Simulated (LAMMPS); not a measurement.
CdTe (zinc blende) at 610 K and zero pressure, started from the crystal, with several potentials, in cells of their own sizes.

The levels:
- CdTe.sw: classical MD, pair style sw, file CdTe.sw (LAMMPS); Wang, Stroud and Markworth, Phys Rev B, 40, 3129 (1989).
- CdTeZnSeHgS0.sw: classical MD, pair style sw, file CdTeZnSeHgS0.sw (LAMMPS); Zhou, Ward, Martin, van Swol, Cruz-Campa, and D. Zubia, Phys. Rev. B, 88, 085309 (2013).
- bond-order CdTe.bop.table: classical MD, pair style bop, file CdTe.bop.table (LAMMPS); Ward, Zhou, Wong, Doty, and Zimmerman, Phys Rev B, 85, 115206 (2012)
- bond-order CdTeSe.bop.table: classical MD, pair style bop, file CdTeSe.bop.table (LAMMPS); Zhou, Foster, van Swol, Martin, and Wong, J. Phys. Chem., 118, 20661 (2014)
- bond-order CdZnTe_v2.bop.table: classical MD, pair style bop, file CdZnTe_v2.bop.table (LAMMPS); Ward, Zhou, Wong, and Doty, J. Mol. Model., 19, 5469 (2013)

```json
[
 {"potential": "bond-order CdTe.bop.table", "state": "crystal; no diffusion seen in 15 ps", "volume": "40.369 ± 0.006 Å³/atom", "first peak of g(r), Cd-Te": "2.97 Å, height 11.5", "coordination number of Cd by Te": "4.00 (counted to 4.18 Å)", "mean phonon frequency": "3.6 THz", "rough cost (ms per atom and simulated ps)": "3 to 10"},
 {"potential": "bond-order CdTeSe.bop.table", "state": "crystal; no diffusion seen in 15 ps", "volume": "34.652 ± 0.009 Å³/atom", "first peak of g(r), Cd-Te": "2.82 Å, height 10.6", "coordination number of Cd by Te": "4.00 (counted to 4.02 Å)", "mean phonon frequency": "3.6 THz", "rough cost (ms per atom and simulated ps)": "10 to 30"},
 {"potential": "bond-order CdZnTe_v2.bop.table", "state": "crystal; no diffusion seen in 15 ps", "volume": "34.614 ± 0.006 Å³/atom", "first peak of g(r), Cd-Te": "2.82 Å, height 10.8", "coordination number of Cd by Te": "4.00 (counted to 3.98 Å)", "mean phonon frequency": "3.6 THz", "rough cost (ms per atom and simulated ps)": "3 to 10"},
 {"potential": "CdTe.sw", "state": "crystal; no diffusion seen in 30 ps", "volume": "35.010 ± 0.001 Å³/atom", "first peak of g(r), Cd-Te": "2.82 Å, height 9.5", "coordination number of Cd by Te": "4.00 (counted to 3.98 Å)", "mean phonon frequency": "3.1 THz", "rough cost (ms per atom and simulated ps)": "0.3 to 1"},
 {"potential": "CdTeZnSeHgS0.sw", "state": "crystal; no diffusion seen in 30 ps", "volume": "34.3864 ± 0.0004 Å³/atom", "first peak of g(r), Cd-Te": "2.81 Å, height 11.4", "coordination number of Cd by Te": "4.00 (counted to 3.90 Å)", "mean phonon frequency": "3.8 THz", "rough cost (ms per atom and simulated ps)": "0.3 to 1"}
]
```

Costs are rough: whole-run CPU time with set-up and analysis, from shared machines, in bands a factor of about three wide.

Caution: with bond-order CdTe.bop.table the 0 K volume of this crystal is 17 % off the measured one.

Caution (rows bond-order CdTe.bop.table; bond-order CdTeSe.bop.table; bond-order CdZnTe_v2.bop.table): a run this short can hold a crystal over, or a liquid under, the potential's own melting point, which these runs don't give.

States go by the mean squared displacement: a species diffuses where it passes 1.5 Å², still rises and gives D over 1e-6 cm²/s; a crystal has left its structure where atoms lie 0.35 Å off their sites on average or a cubic box changes its shape by 3 %, or the axial ratios of another lie 8 % off the starting cell's, which the potential's own relaxation can also do.

Uncertainties are statistical and leave out the potential's own error.
